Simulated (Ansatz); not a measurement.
The reference is ZnS in the zinc blende structure (space group F-43m, No. 216; a = 5.357 Å). Axes: x, y, z lie along the cube axes.

Calculations: PBEsol (Ansatz, a first-principles code, PAW, spin-orbit coupling left out).

Base values:

| Property | Value |
|---|---|
| Valence-band top at Γ | 0.00, 0.00, 0.00 eV |
| Electron mass | 0.17 mₑ (at Γ) |
| Valley order | Γ 2.09 eV; X along ⟨100⟩ 3.17 eV; L along ⟨111⟩ 3.24 eV |

The change: uniaxial strain ε_zz = +0.65 %, all other strain components held at zero, atoms relaxed at fixed cell.

**Question.** What happens to the energy relative to the base?

**Answer.** The energy stays essentially unchanged.

**Question.** What does the calculation give for the valence-band top at Γ after the change?

**Answer.** The valence-band top at Γ (three highest levels, from the VBM) goes from 0.00, 0.00, 0.00 eV to 0.00, 0.00, -0.02 eV.

**Question.** Predict the new electron mass.

**Answer.** The electron mass is still 0.17 mₑ (at Γ).

**Question.** What does the calculation give for the valley order after the change?

**Answer.** The valley order (the lowest conduction-band minima on the path, energy above the VBM, named in the base's zone) becomes Γ 2.05 eV; X along [010] 3.17 eV; X along [001] 3.20 eV; L along [111] 3.22 eV (base: Γ 2.09 eV; X along ⟨100⟩ 3.17 eV; L along ⟨111⟩ 3.24 eV).

The levels and masses belong to the bands next to the band gap. Masses are band curvatures over ±0.01 Å⁻¹ around the edge. Stability against distortions was not tested.
